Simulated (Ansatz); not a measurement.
Results of PBEsol (Ansatz, an electronic-structure program, plane waves, PAW) for PbSnS₃ (Pnma, No. 62, 20 atoms in the cell; start mp-1188095).

Settings: plane-wave cutoff 520 eV, 4×10×4 k mesh (along the axes of the cell as run), Fermi–Dirac smearing 0.01 eV, scalar-relativistic PAW data made under PBE.

Cell (relaxed with PBE-D3(BJ)):

```cif
data_Pb4S12Sn4
_chemical_formula_sum 'Sn4 Pb4 S12'
_space_group_name_H-M_alt 'Pnma'
_space_group_IT_number 62
_space_group_name_Hall '-P 2ac 2n'
_cell_length_a 8.60147
_cell_length_b 3.82076
_cell_length_c 14.02740
_cell_angle_alpha 90.000
_cell_angle_beta 90.000
_cell_angle_gamma 90.000
loop_
_atom_site_label
_atom_site_type_symbol
_atom_site_symmetry_multiplicity
_atom_site_Wyckoff_symbol
_atom_site_fract_x
_atom_site_fract_y
_atom_site_fract_z
_atom_site_occupancy
Sn1 Sn 4 c 0.17044 0.25000 0.05405 1
Pb1 Pb 4 c 0.02038 0.75000 0.32560 1
S1 S 4 c 0.02040 0.25000 0.89338 1
S2 S 4 c 0.15433 0.25000 0.49310 1
S3 S 4 c 0.29089 0.25000 0.21592 1
```

Task: What does this level give for the band gap, smallest direct gap on the k points sampled and Γ–Γ gap?

Result: 
band gap: 0.75 eV
smallest direct gap on the k points sampled: 0.77 eV
Γ–Γ gap: 1.15 eV

Note: cell and atoms aren't relaxed at this level (pressure -0.8 GPa).

Spin–orbit coupling is not included; with these elements it can move the gap by several tenths of an eV or more.

Computing time: roughly 9 core-minutes.

A start named mp-… is a Materials Project structure, which need not be a measured phase.
